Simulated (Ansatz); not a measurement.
**BAs: response to strain**

The parent structure is BAs in the zinc blende structure (space group F-43m, No. 216; a = 4.7839 Å).

Strains are applied to the cell and any free atomic positions relax.

Method: r2SCAN/PAW in Ansatz (a program for electronic structure), scalar-relativistic without spin-orbit coupling.

Notes on the quantities. hole mass: degenerate bands, along [100].

```tsv
case	width of the top valence band	volume per atom	hole mass	band gap	electron mass
base	5.41 eV	13.69 Å³	0.21, 0.22, 0.22 mₑ (at Γ)	1.38 eV	1.1 mₑ along k, 0.21 mₑ across (off the special points)
isotropic strain −3.00 %	5.99 eV	12.49 Å³	0.20, 0.20, 0.25 mₑ (at Γ)	1.28 eV	1.1 mₑ along k, 0.20 mₑ across (off the special points)
isotropic strain −2.50 %	5.89 eV	12.68 Å³	0.21, 0.21, 0.24 mₑ (at Γ)	1.30 eV	1.1 mₑ along k, 0.20 mₑ across (off the special points)
isotropic strain −2.00 %	5.79 eV	12.88 Å³	0.21, 0.21, 0.23 mₑ (at Γ)	1.31 eV	1.1 mₑ along k, 0.20 mₑ across (off the special points)
isotropic strain −1.50 %	5.69 eV	13.08 Å³	0.21, 0.21, 0.23 mₑ (at Γ)	1.33 eV	1.1 mₑ along k, 0.21 mₑ across (off the special points)
isotropic strain −1.00 %	5.60 eV	13.28 Å³	0.22 mₑ (at Γ)	1.35 eV	1.0 mₑ along k, 0.21 mₑ across (off the special points)
isotropic strain −0.50 %	5.50 eV	13.48 Å³	0.22 mₑ (at Γ)	1.36 eV	1.0 mₑ along k, 0.21 mₑ across (off the special points)
```

Effective masses come from finite differences of ±0.01 Å⁻¹. Along k means along the line from Γ to the band edge. Stability against distortions was not tested.
